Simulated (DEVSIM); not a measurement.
Device: abrupt Si n-p junction, at 300 K.

Layer 1 from the left is Si, thickness (μm) 27.0, Nd (cm⁻³) 3.3e17, τn (s) 0.0002, τp (s) 0.0002. Layer 2 from the left is Si, thickness (μm) 59.0, Na (cm⁻³) 9.4e17, τn (s) 0.0002, τp (s) 0.0002.

Left contact: ohmic. Right contact: ohmic. Voltage is applied to the left contact. Recombination: SRH at mid-gap, radiative, Auger. Mobility is constant in doping.

The device is made up for the run: typed textbook-type constants, with dimensions and the other settings drawn at random. Values at 300 K.

Si: gap (eV) 1.124, affinity (eV) 4.05, permittivity 11.7, Nc (cm⁻³) 2.86e19, Nv (cm⁻³) 3.1e19, μn (cm²/Vs) 1417, μp (cm²/Vs) 470, B (cm³/s) 4.7e-15, Cn (cm⁶/s) 2.8e-31, Cp (cm⁶/s) 9.9e-32.

DEVSIM, 1D drift-diffusion, Boltzmann statistics, complete ionisation; no tunnelling, impact ionisation, image-force lowering or self-heating.

Dark forward current:

```tsv
|V| (V)	|J| (A/cm²)
0.20	9.693e-10
0.30	4.268e-8
0.35	2.923e-7
0.40	2.014e-6
0.45	1.391e-5
0.50	9.615e-5
0.55	0.0006649
0.60	0.004599
0.65	0.03181
0.70	0.2199
0.75	1.515
0.80	10.20
0.85	60.98
0.90	262.0
0.95	755.9
1.00	1624
1.05	2870
```

**Question.** Work out the local ideality factor n = ΔV / (kT/q · ln(J2/J1)) between the rows 0.20 and 0.30 V, 0.55 and 0.60 V, 1.00 and 1.05 V.

**Answer.** kT/q = 25.85 mV. From 0.20 to 0.30 V: ln(4.268e-8/9.693e-10) = 3.785, n = 1.02, near the 1 of diffusion or emission over a barrier. From 0.55 to 0.60 V: ln(0.004599/0.0006649) = 1.934, n = 1.00, near the 1 of diffusion or emission over a barrier. From 1.00 to 1.05 V: ln(2870/1624) = 0.569, n = 3.40.

**Question.** Estimate the current at 0.50 V from the Shockley equation with J0 = Σ q ni² D/(N L) coth(W/L), τ joining the SRH, radiative and Auger lifetimes that are on, and W taken as the whole layer.

**Answer.** ni² = 1.16e20 cm⁻⁶; holes in the n layer: μ = 470 cm²/Vs, D = 12.1 cm²/s, τ = 2.70e-5 s, L = 181 μm, W/L = 0.15, term 2.55e-13 A/cm²; electrons in the p layer: μ = 1420 cm²/Vs, D = 36.6 cm²/s, τ = 1.03e-5 s, L = 194 μm, W/L = 0.30, term 1.26e-13 A/cm². J0 = 3.81e-13 A/cm², and J = J0 exp(qV/kT) = 9.58e-5 A/cm². The simulation gives 9.62e-5 A/cm², the same within the digits that matter. The estimate leaves out recombination in the depletion region and that region's share of W.
